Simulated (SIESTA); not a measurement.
Band structure of Cr (Im-3m, 1 atom in the cell).

```yaml
crystal:
  lattice:
    - [-1.41840, 1.41840, 1.41840]
    - [1.41840, -1.41840, 1.41840]
    - [1.41840, 1.41840, -1.41840]
  atoms:
    - { symbol: Cr, position: [0.00000, 0.00000, 0.00000], spin: 3.0 }
```
(The spins are starting values, not results.)

Method: GGA PBE, numerical atomic orbitals DZP, PseudoDojo PBE standard norm-conserving potentials (rewritten from UPF to PSML) (SIESTA).

Settings: XC.functional = GGA; XC.authors = PBE; potentials = PseudoDojo PBE standard; PAO.BasisSize = DZP; PAO.EnergyShift = 0.01 Ry; MeshCutoff = 350 Ry; kgrid.MonkhorstPack = 13 13 13; OccupationFunction = FD; ElectronicTemperature = 0.1 eV; Spin = polarized; DM.InitSpin = [1 +3.00]; MaxSCFIterations = 150; SCF.Mixer.Method = Pulay; SCF.Mixer.Weight = 0.1.

The starting cell was generated: these elements placed on a structure prototype, without a prior relaxation; it need not be a known phase or ordering of this composition. Its lattice was rescaled by a random factor within 2.5 % of one. The starting moments vanished: the run ended non-magnetic, which need not be the lowest state. Values carry the incompleteness of an atom-centred basis.

Levels in eV from the Fermi level, bands 4 to 9 of the first spin channel:
| point | 4 | 5 | 6 | 7 | 8 | 9 |
|---|---|---|---|---|---|---|
| Γ | -42.87 | -7.91 | -0.96 | -0.95 | -0.95 | 1.13 |
| H | -43.49 | -4.44 | -4.44 | 2.47 | 2.48 | 2.48 |
| N | -42.83 | -4.52 | -2.54 | 1.14 | 1.22 | 1.46 |
| P | -43.31 | -2.39 | -2.39 | -2.39 | 1.53 | 1.53 |

Bands cross the Fermi level along this path, so the cell is metallic at this level.

Higher empty bands are left out: an atom-centred basis made for the valence describes them poorly.

The net moment of the cell came out as 0.00 μB.
